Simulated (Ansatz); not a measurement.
A self-consistent single point of BiSb (R3m, 2 atoms in the cell) with Ansatz (a program for electronic structure).

Level of theory: PBEsol, default PAW files made with PBE (plane waves; Ansatz).

The change in words: lattice scaled by 0.98; basis.ecutwfc: 420 eV → 145 eV. Reference geometry:
```yaml
crystal:
  lattice:
    - [2.21516, 1.27893, 3.95527]
    - [-2.21516, 1.27893, 3.95527]
    - [0.00000, -2.55785, 3.95527]
  atoms:
    - { symbol: Sb, position: [0.77224, 0.77224, 0.77224] }
    - { symbol: Bi, position: [0.23196, 0.23196, 0.23196] }
```

Reference input (self-consistent single point, DFT, PBEsol, plane waves, default PAW files made with PBE): basis.ecutwfc = 420 eV; kpoints.mp_grid.grid = 7 7 7; hamiltonian.xc = pbesol; hamiltonian.pseudopotentials = {kind: paw} (the program's default PAW files); scf.occupations.method = fermi_dirac; scf.occupations.width = 0.1 eV. This run's input differs from it in these lines:

Ansatz 0.2 input:
```diff
@@ -3,5 +3,5 @@
   lattice:
-    - [2.215164, 1.278925, 3.955274]
-    - [-2.215164, 1.278925, 3.955274]
-    - [0.000000, -2.557850, 3.955274]
+    - [2.170861, 1.253347, 3.876169]
+    - [-2.170861, 1.253347, 3.876169]
+    - [0.000000, -2.506693, 3.876169]
   atoms:
@@ -10,3 +10,3 @@
 basis:
-  ecutwfc: 420.0 eV
+  ecutwfc: 145.0 eV
 kpoints:
```

Output (repeated stretches shortened):

```
SCF iter   1: F=—  HF=-18500.042648 eV  |F-HF|=—  |Δ(HF+E_count)|=         —  Δρ=3.65e-1  dr2=4.72e1  ethr=1.77e-3  ⟨swp⟩=5.4  Hψ=4018  notcnv=0
all-band conjugate gradients solve this SCF's bands
preconditioner: auto → none
SCF iter   2: F=—  HF=-18473.084438 eV  |F-HF|=—  |Δ(HF+E_count)|=    2.70e1  Δρ=1.23e-1  dr2=3.81e0  ethr=1.77e-3  ⟨swp⟩=4.0  Hψ=3021  notcnv=0
   [... lines left out ...]
SCF iter   6: F=—  HF=-18471.468616 eV  |F-HF|=—  |Δ(HF+E_count)|=   5.36e-5  Δρ=4.36e-4  dr2=1.66e-4  ethr=4.11e-6  ⟨swp⟩=2.1  Hψ=1257  notcnv=0
SCF iter   7: F=—  HF=-18471.468631 eV  |F-HF|=—  |Δ(HF+E_count)|=   1.50e-5  Δρ=6.93e-5  dr2=2.60e-6  ethr=5.53e-7  ⟨swp⟩=2.0  Hψ=933  notcnv=0
SCF iter   8: F=—  HF=-18471.468395 eV  |F-HF|=—  |Δ(HF+E_count)|=   2.36e-4  Δρ=1.84e-5  dr2=2.00e-7  ethr=8.66e-9  ⟨swp⟩=2.5  Hψ=1412  notcnv=0
SCF iter   9: F=-18471.468395 eV  HF=-18471.468395 eV  |F-HF|=4.31e-9  |Δ(HF+E_count)|=  8.73e-10  Δρ=4.03e-6  dr2=1.20e-8  ethr=3.33e-10  ⟨swp⟩=4.3  Hψ=2783  notcnv=0
SCF 1 converged in 9 iterations: F = -18471.468395 eV  dr2 = 1.20e-8
Free energy (F): -18471.468395 eV
Internal energy: -18471.464935 eV  (E = F + TS)
E sigma→0 (E₀):  -18471.466665 eV
Entropy (-TS):   -0.003460 eV (-1.730 meV/atom)
Fermi energy:    10.069252 eV
--- Forces (eV/Å), atoms counted from 1 ---
  atom   1  Sb     0.00000000    -0.00000002    -0.40758829
  atom   2  Bi     0.00000000     0.00000002     0.40687611
--- Stress (GPa, compression-positive) ---
      -16.320451       0.000000       0.000000
        0.000000     -16.320451       0.000001
        0.000000       0.000001       2.382770
  P = ⅓ Tr σ = -10.0860 GPa (-100.860 kbar)
  The stress holds the Pulay correction. Without it, at fixed plane waves, as pw.x and ABINIT print it: P = -1669.9688 GPa
```

The run converged in 9 iterations. Against the reference run the free energy rises by 89.3 eV/atom, the pressure goes from -0.27 to -10.09 GPa and the largest force goes from 0.389 to 0.408 eV/Å.

The starting cell comes from a database of computed structures (which also holds hypothetical and non-ambient phases and stackings), without a prior relaxation at this level. Its lattice was rescaled by up to half a per cent. One atom was moved a little off its site on purpose. For this run, on top of that: lattice scaled by 0.98. Ansatz's pressure includes its estimate of the finite-basis (Pulay) stress. Without the estimate this run gives -1669.97 GPa. The cutoff lies below the one recommended for these files.
